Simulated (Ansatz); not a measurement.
**By hand: formation energy of TiSi2 (Fddd) from the elements**

This concerns the formation energy of TiSi2 (Fddd) from the elements. Reaction: Ti (hcp) + 2 Si (diamond) → TiSi2 (Fddd). Negative: the products are lower in energy. The value is per atom of the solid.

TiSi2 (Fddd), 6 atoms in the cell; spin state with PBE: run without spin. Conventional cell: a = 4.807 Å, b = 8.270 Å, c = 8.560 Å, α = β = γ = 90.00°.

Setting: static, neutral cells in Ansatz (PAW) whose structures rest at the PBE level. Ansatz (a program for electronic structure) runs with its PAW set soft_1. Other levels take these structures. The lattices are those relaxed with PBE, so at other levels the solids can be strained. A dispersion term (D3(BJ), or D4 for r2SCAN) was computed beside these levels and is taken off wherever the name lacks it.

Total energies of the cells in eV, at zero smearing width. They compare only within one column; the weights balance every element.

```csv
cell,atoms,weight,r2SCAN
TiSi2 (Fddd),6,+1,-7568.16249
Ti (hcp),2,−1,-5008.74349
Si (diamond),2,−2,-1278.12992
```

r2SCAN: (-7568.16249) − (-5008.74349) − 2 × (-1278.12992) = -3.159 eV; dividing by 6 atoms gives -0.53 eV/atom.

What follows from the r2SCAN value: A formula unit of TiSi2 has 3 atoms, so it forms with -0.5265 × 3 = -1.579 eV, or -152.3 kJ/mol at 96.485 kJ/mol per eV.
